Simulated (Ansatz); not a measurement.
**ZrTiO₄ (model structure, started from the TaAlO4 type, Pbcn, No. 60, 24 atoms in the cell)**

All values below come from r²SCAN+SOC in Ansatz (PAW).

Settings: plane-wave cutoff 560 eV, 6×4×6 k mesh (along the axes of the cell as run), Fermi–Dirac smearing 0.01 eV, PAW data made under PBE.

Cell (relaxed with PBEsol):

Space group Pbcn (No. 60); a = 4.6991 Å, b = 11.7786 Å, c = 4.9266 Å, α = β = γ = 90.00°

```tsv
atom	site	symmetry	x	y	z
Zr	4c	.2.	0.0000	0.1665	0.2500
Ti	4c	.2.	0.0000	0.4278	0.2500
O	8d	1	0.2696	0.0526	0.0722
O	8d	1	0.2199	0.3121	0.0845
```

- band gap = 3.61 eV (on the SCF k mesh)
- Γ–Γ gap = 3.70 eV

Note: the relaxation could raise the start's symmetry but not lower it, so the cell can be a saddle point; cell and atoms aren't relaxed at this level (largest force component 0.05 eV/Å, pressure 2.5 GPa).

Static lattice: no zero-point or thermal effects.

A model structure was made by putting elements into a prototype or built by hand; it is no filed structure, need not be a known phase, and can be a saddle point held by its symmetry.

Ansatz is a quantum-chemistry and plane-wave program.
